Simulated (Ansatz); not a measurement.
The reference is Ga₂O₃ in the corundum structure (space group R-3c, No. 167).

```cif
data_Ga12O18
_chemical_formula_sum 'Ga12 O18'
_space_group_name_H-M_alt 'R-3c :H'
_space_group_IT_number 167
_space_group_name_Hall '-R 3 2"c'
_cell_length_a 5.05794
_cell_length_b 5.05794
_cell_length_c 13.62419
_cell_angle_alpha 90.000
_cell_angle_beta 90.000
_cell_angle_gamma 120.000
loop_
_atom_site_label
_atom_site_type_symbol
_atom_site_symmetry_multiplicity
_atom_site_Wyckoff_symbol
_atom_site_fract_x
_atom_site_fract_y
_atom_site_fract_z
_atom_site_occupancy
Ga1 Ga 12 c 0.00000 0.00000 0.14416 1
O1 O 18 e 0.30310 0.30310 0.25000 1
```
(The calculation used a cell of 10 atoms; values per cell refer to that cell.)

Calculations: PBE (Ansatz, a first-principles code; PAW; 420 eV plane waves; without spin-orbit coupling), earlier PAW set.

One change was made to it. Results:

```csv
quantity,base,after
lattice parameter a,5.058 Å,4.891 Å
smallest direct gap,2.64 eV,3.92 eV
band gap,2.41 eV,3.64 eV
electron mass,0.21 mₑ (at Γ),0.27 mₑ (at Γ)
```

Which change produced these results?
A. pressure 15 GPa
B. pressure 100 GPa
C. pressure 30 GPa
D. pressure 3 GPa

C, pressure 30 GPa. For comparison, the band gap in the other runs: pressure 3 GPa gives 2.56 eV; pressure 15 GPa gives 3.09 eV; pressure 100 GPa gives 5.22 eV.

Load acts through the strain it causes; cell and atoms are relaxed under it. Effective masses come from finite differences of ±0.01 Å⁻¹. No phonon test of stability was made. Competing high-pressure phases were not computed.
